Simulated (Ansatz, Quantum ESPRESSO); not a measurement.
# Ni3Se2 (R32, 5 atoms in the cell) computed with different codes at matched settings

Self-consistent single point.

```yaml
crystal:
  lattice:
    - [2.93861, 1.69661, 2.35543]
    - [-2.93861, 1.69661, 2.35543]
    - [0.00000, -3.39322, 2.35543]
  atoms:
    - { symbol: Ni, position: [0.24677, 0.75323, 0.00000] }
    - { symbol: Ni, position: [0.00000, 0.24677, 0.75323] }
    - { symbol: Ni, position: [0.75323, 0.00000, 0.24677] }
    - { symbol: Se, position: [0.25788, 0.25788, 0.25788] }
    - { symbol: Se, position: [0.74212, 0.74212, 0.74212] }
```

Shared settings, as Ansatz (a first-principles code) writes them: kpoints.mp_grid.grid = 7 7 7; magnetization.spin_orbit = true; scf.occupations.method = gaussian; scf.occupations.width = 0.1 eV. Potentials and cutoffs stand in the table.

| code | model | pressure (GPa) | largest force (eV/Å) | cutoff |
|---|---|---|---|---|
| Ansatz | LDA (PW92) with spin-orbit coupling, PAW files made with PBE | 0.28 | 0.198 | default |
| Quantum ESPRESSO | LDA (PZ), spin-orbit coupling, PSlibrary fully relativistic PAW (LDA) pseudopotentials | 1.25 | 0.326 | 50 Ry |

Size of the force on each atom (eV/Å): Sizes of forces hide their directions.

```csv
code,Ni1,Ni2,Ni3,Se4,Se5
Ansatz,0.120,0.120,0.120,0.198,0.198
Quantum ESPRESSO,0.142,0.142,0.142,0.326,0.326
```

The spread over the programs that give each value: pressure within 0.97 GPa; largest force within 0.128 eV/Å.

Ansatz's pressure is given at a fixed set of plane waves, as the other plane-wave codes print theirs; with its correction for the finite basis it is 0.37 GPa. The same LDA comes in different parametrisations, which differ slightly.

The starting cell comes from a database of computed structures (which also holds hypothetical and non-ambient phases and stackings), without a prior relaxation at this level. Its lattice was rescaled by a random factor within 2.5 % of one.

Keys are those of Ansatz 0.2.
